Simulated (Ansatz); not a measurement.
Base system: Cu in the fcc (Cu type) structure (space group Fm-3m, No. 225; a = 3.5768 Å; relaxed with 0.1 eV smearing). Axes: x, y, z lie along the cube axes.

Computed with Ansatz (a first-principles code), r2SCAN, PAW, cutoff 500 eV, no spin-orbit coupling.

Before the change:

Shortest interatomic distance: 2.529 Å

The change: tensor shear ε_xy = +0.86 % (engineering shear γ = 0.0172), atoms relaxed at fixed cell.

Task: How does this affect the shortest interatomic distance?

Result: The shortest interatomic distance drops by 0.022 Å to 2.507 Å.

Task: Estimate the effect on the stress.

Result: The stress (xx, yy, zz, yz, xz, xy; compression positive) amounts to (0.1, 0.1, 0.0, 0.0, 0.0, -1.6) GPa.

Task: What does the calculation give for the energy relative to the base after the change?

Result: The energy grows by 1.0 meV/atom.

The cells carry an imposed strain or load. Whether these cells are dynamically stable was not tested. The final runs are not spin-polarised.
